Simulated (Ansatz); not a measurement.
# Effect of strain tensor (xx, yy, zz, yz, xz, xy) = (+0.24, +3.12, +0.24, −0.87, −1.16, +2.58) % on CsCl

The parent structure is CsCl in the CsCl type structure (space group Pm-3m, No. 221; a = 4.1403 Å). Axes: x, y, z lie along the cube axes.

Modification: the symmetric strain tensor [0.0024 0.0258 -0.0116; 0.0258 0.0312 -0.0086; -0.0116 -0.0086 0.0024]; the atoms relax in the strained cell.

All numbers come from Kohn–Sham DFT with the r2SCAN functional, run in Ansatz (a program for electronic structure) with PAW and 500 eV plane waves, without spin-orbit coupling. Settings: 8×8×8 k-points, 0.05 eV Fermi–Dirac smearing.

The shortest interatomic distance drops by 0.025 Å to 3.561 Å and the energy rises by 6.5 meV/atom. The pressure (mean of the normal stresses, compression positive) goes from zero to -0.50 GPa and the band gap falls by 0.146 eV, from 5.91 eV to 5.77 eV. The gap character remains direct at Γ and the valence-band top at Γ (three highest levels, from the VBM) changes from 0.00, 0.00, 0.00 eV to 0.00, 0.00, -0.09 eV. The valley order (the lowest conduction-band minima on the path, energy above the VBM, named in the base's zone) changes from Γ 5.91 eV; M along ⟨110⟩ 6.56 eV to Γ 5.77 eV; M along [101] 6.39 eV; M along [110] 6.42 eV; M along [011] 6.43 eV and the stress (xx, yy, zz, yz, xz, xy; compression positive) comes out as (-0.25, -1.01, -0.25, 0.06, 0.11, -0.34) GPa.

Final structure:

```
CsCl
1.0
    4.15025     0.10661    -0.04803
    0.10661     4.26949    -0.03581
   -0.04803    -0.03581     4.15025
Cs Cl
1 1
Cartesian
  0.00000   0.00000   0.00000
  2.10442   2.17014   2.03320
```

No phonon test of stability was made. k-point labels follow each cell's own Brillouin zone.
